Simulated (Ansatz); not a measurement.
Consider the energy of the reaction as written. Reaction: 1/4 cell B + 3/8 N2 (gas) → cell A. The sign is products less reactants.

Cell A: a slab of Cu (fcc, Fm-3m) cut along (111), 9 atoms, hexagonal cell of 2.57 Å (5.7 Å²), symmetry P3m1 within 0.02 Å, 15.9 Å thick under 16 Å of vacuum, in-plane vectors held at the crystal's; planes from bottom to top: Cu × 8 | N, its two faces unlike (dipole correction applied); added, foreign or displaced atoms, above the top plane: N bound to 3 Cu at 1.91 Å; spin state with PBE: run without spin, k-point mesh 21×21×1.
```yaml
crystal:
  lattice:
    - [2.56669, 0.00000, 0.00000]
    - [1.28335, 2.22282, 0.00000]
    - [0.00000, 0.00000, 31.97879]
  atoms:
    - { symbol: Cu, position: [0.66667, 0.66667, 0.25074] }
    - { symbol: Cu, position: [0.00000, 0.00000, 0.31565] }
    - { symbol: Cu, position: [0.33333, 0.33333, 0.38098] }
    - { symbol: Cu, position: [0.66667, 0.66667, 0.44648] }
    - { symbol: Cu, position: [0.00000, 0.00000, 0.51194] }
    - { symbol: Cu, position: [0.33333, 0.33333, 0.57764] }
    - { symbol: Cu, position: [0.66667, 0.66667, 0.64293] }
    - { symbol: Cu, position: [0.00000, 0.00000, 0.71109] }
    - { symbol: N, position: [0.33333, 0.33333, 0.74866] }
```

Cell B: a slab of Cu (fcc, Fm-3m) cut along (111), 33 atoms, hexagonal cell of 5.13 Å (22.8 Å²), symmetry P3m1 within 0.02 Å, 15.6 Å thick under 16 Å of vacuum, in-plane vectors held at the crystal's; planes from bottom to top: Cu4 × 8 | N, its two faces unlike (dipole correction applied); added, foreign or displaced atoms, above the top plane: N bound to 3 Cu at 1.83 Å; spin state with PBE: run without spin, k-point mesh 8×8×1.
```
CELL_PARAMETERS angstrom
      5.13338     0.00000     0.00000
      2.56669     4.44564     0.00000
      0.00000     0.00000    31.97879
ATOMIC_POSITIONS crystal
  Cu 0.83345 0.33328 0.25159
  Cu 0.33328 0.33328 0.25159
  Cu 0.83333 0.83333 0.25160
  Cu 0.33328 0.83345 0.25159
  Cu 0.00001 0.00001 0.31656
  Cu 0.49997 0.00001 0.31656
  Cu 0.00001 0.49997 0.31656
  Cu 0.50000 0.50000 0.31650
  Cu 0.16667 0.16667 0.38168
  Cu 0.66653 0.16693 0.38164
  Cu 0.16693 0.66653 0.38164
  Cu 0.66653 0.66653 0.38164
  Cu 0.83332 0.33334 0.44703
  Cu 0.33334 0.33334 0.44703
  Cu 0.83333 0.83333 0.44681
  Cu 0.33334 0.83332 0.44703
  Cu 0.99973 0.99973 0.51231
  Cu 0.50054 0.99973 0.51231
  Cu 0.99973 0.50054 0.51231
  Cu 0.50000 0.50000 0.51246
  Cu 0.16667 0.16667 0.57729
  Cu 0.66719 0.16562 0.57785
  Cu 0.16562 0.66719 0.57785
  Cu 0.66719 0.66719 0.57785
  Cu 0.83444 0.33278 0.64251
  Cu 0.33278 0.33278 0.64251
  Cu 0.83333 0.83333 0.64402
  Cu 0.33278 0.83444 0.64251
  Cu 0.99427 0.99427 0.70969
  Cu 0.51147 0.99427 0.70969
  Cu 0.99427 0.51147 0.70969
  Cu 0.50000 0.50000 0.70637
  N  0.16667 0.16667 0.74068
```

Reference: an isolated N2 molecule (singlet) in a box of 11 × 11 × 13 Å.

All numbers come from Ansatz (a program for electronic structure), plane waves with PAW, its default PAW set, cutoff 420 eV, 500 eV for r2SCAN. The structures are at rest with PBE, within the held lattices; other levels are single points on them. Neutral cells; Fermi-Dirac smearing of at most 0.10 eV in the solids, energies taken to zero width. The lattices are those relaxed with PBE, so at other levels the solids can be strained, which adds to the spread. Larger cells are relaxed from a start prepared with the learned potential CHGNet, on a coarser mesh till forces fall under 0.03 eV/Å, which some starts already meet. A dispersion term (D3(BJ), or D4 for r2SCAN) was computed beside these levels and is taken off wherever the name lacks it. Static lattices, no vibrational contributions. Cells are local rest points, mostly with their start's symmetry. No Hubbard U is applied. No correction for cell size. The cells' k-point meshes differ in density, so the last digit is unsettled. Cell A has symmetry P3m1 within 0.02 Å and got no random move, so less symmetric positions, which may lie lower, weren't tried. Cell B has symmetry P3m1 within 0.02 Å and got no random move, so less symmetric positions, which may lie lower, weren't tried.

Task: Estimate the value that PBE returns for this input.

Result: 2.71 eV, for 1/4 cell B + 3/8 N2 (gas) → cell A.

Task: How does the value move with the functional?

Result: 
| Level | value (eV) | less PBE |
|---|---|---|
| r2SCAN | 2.71 | 0.00 |

The levels shown span only 0.00 eV, too little to tell them apart.
